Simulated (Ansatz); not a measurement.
BAs, response to strain

Take BAs in the zinc blende structure (space group F-43m, No. 216; a = 4.768 Å) as the base. Axes: x, y, z lie along the cube axes.

Strains are applied to the cell and any free atomic positions relax; under biaxial strain the out-of-plane vector relaxes too.

Method: plane-wave PAW DFT at the PBEsol level (Ansatz, a first-principles code, 420 eV), without spin-orbit coupling.

Candidates:
(a) isotropic strain +1.55 %
(b) biaxial strain +3.43 %, plane normal [001], relaxed out of plane
(c) biaxial strain +3.96 %, plane normal [001], relaxed out of plane

For the base:

The band gap is 1.08 eV.

**Question.** Order them by band gap, highest first.

**Answer.** (a) isotropic strain +1.55 % (1.13 eV), (b) biaxial strain +3.43 %, plane normal [001], relaxed out of plane (0.40 eV), (c) biaxial strain +3.96 %, plane normal [001], relaxed out of plane (0.30 eV)

Stability against distortions was not tested.
